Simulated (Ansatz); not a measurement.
For Ta2N (P-3m1, No. 164, 3 atoms in the cell; start mp-10196), LDA (Ansatz, a program for electronic structure, plane waves, PAW) gives:

```
Property              Result
-------------------  -------
lattice parameter a  3.063 Å
lattice parameter c  4.785 Å
```

**Question.** What does PBEsol (PAW; Ansatz) give for the same quantities?

**Answer.** 
- lattice constant a: 3.079 Å (grows by 0.5 %)
- lattice parameter c: 4.823 Å (rises by 0.8 %)

Changes are worked out from the printed values.

Unless a cell is named, each level is at its own relaxed cell (LDA 12.96, PBEsol 13.20 Å³/atom).

Levels without +SOC leave out spin–orbit coupling, which shifts energies and cells of such heavy elements.

Caveats: the relaxation could not lower the start's symmetry, so the cell can be a saddle point above a distorted one (LDA, PBEsol). Ansatz's density-functional and Hartree–Fock values are scalar-relativistic unless marked +SOC, with PAW data made under PBE.

A start named mp-… is a Materials Project structure, which need not be a measured phase.
